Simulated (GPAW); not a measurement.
Input and output of a self-consistent single point for Zn₇Mo (Fm-3m, 8 atoms in the cell) (GPAW).

Computed with LDA (Perdew-Wang 92), GPAW PAW datasets LDA (gpaw-data 1.0.1) (plane waves; GPAW).

```
Zn7Mo
1.0
    0.00000     3.79371     3.79371
    3.79371     0.00000     3.79371
    3.79371     3.79371     0.00000
Zn Mo
7 1
Direct
  0.00000   0.00000   0.50000
  0.50000   0.50000   0.00000
  0.50000   0.00000   0.00000
  0.00000   0.50000   0.50000
  0.00000   0.50000   0.00000
  0.50000   0.00000   0.50000
  0.50000   0.50000   0.50000
  0.00000   0.00000   0.00000
```

Reference input (self-consistent single point, DFT LDA (Perdew-Wang 92), plane waves, GPAW PAW datasets LDA (gpaw-data 1.0.1)): mode = pw; ecut = 800 eV; xc = LDA; kpts = 4 4 4; mesh shift (steps) = 0 0 0; occupations.name = methfessel-paxton; occupations.width = 0.05 eV; occupations.order = 1; nbands = -14; convergence.density = 1e-05 e/electron; convergence.energy = 1e-05 eV/electron; symmetry.symmorphic = false. This run's input differs from it in these lines:

```diff
@@ -20,4 +20,4 @@
             xc='LDA',
-            kpts={'size': (4, 4, 4), 'gamma': True},
-            occupations={'name': 'methfessel-paxton', 'width': 0.05, 'order': 1},
+            kpts={'size': (6, 6, 6), 'gamma': True},
+            occupations={'name': 'methfessel-paxton', 'width': 0.3, 'order': 1},
             nbands=-14,
```

The program printed (abridged):

```
     iter     time        total  log10-change:
                         energy   eigst   dens
iter:   1 --:--:--   -27.547700
iter:   2 --:--:--   -27.864670   -0.07  -1.46
iter:   3 --:--:--   -26.909754   -0.96  -1.48
iter:   4 --:--:--   -26.958742   -1.04  -1.61
iter:   5 --:--:--   -26.834047   -1.97  -1.96
   [... 2 lines left out ...]
iter:   8 --:--:--   -26.515177   -2.77  -2.44
iter:   9 --:--:--   -26.506639   -3.24  -2.75
iter:  10 --:--:--   -26.504125   -4.25  -3.23
iter:  11 --:--:--   -26.503992   -5.17  -3.47
iter:  12 --:--:--   -26.503994c  -5.84  -3.63
iter:  13 --:--:--   -26.503931c  -5.95  -3.91
iter:  14 --:--:--   -26.503916c  -6.59  -4.08
iter:  15 --:--:--   -26.503900c  -7.05  -4.17
iter:  16 --:--:--   -26.503884c  -6.94  -4.18
iter:  17 --:--:--   -26.503876c  -7.35  -4.21
iter:  18 --:--:--   -26.503872c  -7.33  -4.28
iter:  19 --:--:--   -26.503877c  -7.42c -4.35
iter:  20 --:--:--   -26.503877c  -8.77c -4.62
iter:  21 --:--:--   -26.503874c  -8.46c -4.67
iter:  22 --:--:--   -26.503872c  -7.91c -4.75
iter:  23 --:--:--   -26.503872c  -8.58c -4.79
iter:  24 --:--:--   -26.503871c  -7.90c -4.92
iter:  25 --:--:--   -26.503872c  -8.54c -5.18c
Converged after 25 iterations.

Dipole moment: (-0.000000, -0.000000, -0.000000) |e|*Ang

Energy contributions relative to reference atoms: (reference = -451535.124964)

Kinetic:        -20.900899
Potential:      +30.114667
External:        +0.000000
XC:             -35.244983
Entropy (-ST):   -0.010023
Local:           -0.465974
SIC:             +0.000000
--------------------------
Free energy:    -26.507213
Extrapolated:   -26.503872

Showing only first 2 kpts
 Kpt  Band  Eigenvalues  Occupancy
  0    47      7.22017    2.00009
  0    48      7.22017    2.00009
  0    49      7.91652    1.98011
  0    50      7.91652    1.98011

  1    47      7.23640    2.00013
  1    48      7.24723    2.00016
  1    49      8.01379    1.71303
  1    50      8.03504    1.62706

Fermi level: 8.15653

No gap
   [... lines left out ...]
  2 Zn   -0.00000   -0.00000   -0.00000
  3 Zn    0.00000    0.00000    0.00000
  4 Zn    0.00000    0.00000    0.00000
  5 Zn   -0.00000    0.00000   -0.00000
  6 Zn    0.00000   -0.00000    0.00000
  7 Mo   -0.00000    0.00000   -0.00000

Stress tensor:
     0.006472     0.000000     0.000000
     0.000000     0.006472    -0.000000
     0.000000    -0.000000     0.006472
Stress (GPa, Voigt): [ 1.0369  1.0369  1.0369 -0.      0.      0.    ]
```

The run converged in 25 iterations. GPAW prints stress with tension positive. Against the reference run the free energy falls by 21.9 meV/atom and the pressure hardly changes (-1.05 to -1.04 GPa).

The starting cell comes from a database of computed structures (which also holds hypothetical and non-ambient phases and stackings), without a prior relaxation at this level. Its lattice was rescaled by a random factor within 2.5 % of one. Spin polarisation is off.

Cost on one core of a shared machine: roughly 4 min.
